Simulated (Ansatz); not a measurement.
W, pressure series

Take W in the fcc (Cu type) structure (space group Fm-3m, No. 225; a = 3.998 Å) as the base.

Cell and atoms are relaxed at each pressure.

The values are results of PBEsol, PAW, 420 eV (Ansatz, an electronic-structure program; no spin-orbit coupling), not measurements.

```
P (GPa)  V (Å³/atom)
-------  -----------
-2.01         16.080
-1.01         16.026
0.30          15.955
0.70          15.934
1.49          15.893
3.00          15.815
5.00          15.715
7.50          15.594
10.00         15.477
```

Fit a third-order Birch–Murnaghan equation of state.

Least squares on P(V) = (3B₀/2)[(V₀/V)^(7/3) − (V₀/V)^(5/3)]·[1 + (3/4)(B₀′ − 4)((V₀/V)^(2/3) − 1)] gives V₀ = 15.97 Å³/atom, B₀ = 299 GPa and B₀′ = 3.8.

Load acts through the strain it causes; cell and atoms are relaxed under it. Stability against distortions was not tested. No other phases were tried under pressure. All final runs are without spin polarisation. This is not the structure that W has at room temperature and ambient pressure.
